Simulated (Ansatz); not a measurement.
Take Si in the diamond structure (space group Fd-3m, No. 227) as the base.

```xyz
2
Lattice="0.0000 2.7169 2.7169 2.7169 0.0000 2.7169 2.7169 2.7169 0.0000" Properties=species:S:1:pos:R:3 pbc="T T T"
Si     0.0000     0.0000     0.0000
Si     1.3584     1.3584     1.3584
```

Cartesian axes are those of the cell as printed.

Method: Kohn–Sham DFT with the PBEsol functional, run in Ansatz (an electronic-structure program) with PAW and 420 eV plane waves, no spin-orbit coupling.

Before the change:

The smallest direct gap is 2.52 eV. The band gap is 0.47 eV.

It is then changed as follows: tensor shear ε_xy = +2.00 % (engineering shear γ = 0.0400); the atoms relax in the strained cell.

Predict the new largest internal atomic displacement.

The largest internal atomic displacement amounts to 0.015 Å.

Estimate the effect on the stress.

The stress (xx, yy, zz, yz, xz, xy; compression positive) comes out as (0.06, 0.06, -0.07, 0.00, 0.00, -2.92) GPa.

How does this affect the smallest direct gap?

The smallest direct gap shrinks by 0.42 eV to 2.10 eV.

Predict the new band gap.

The band gap falls by 0.36 eV to 0.11 eV.

What happens to the energy relative to the base?

The energy rises by 7.3 meV/atom.

Whether these cells are dynamically stable was not tested. The zero or small gap of Si under tensor shear ε_xy = +2.00 % can change with the level of theory.
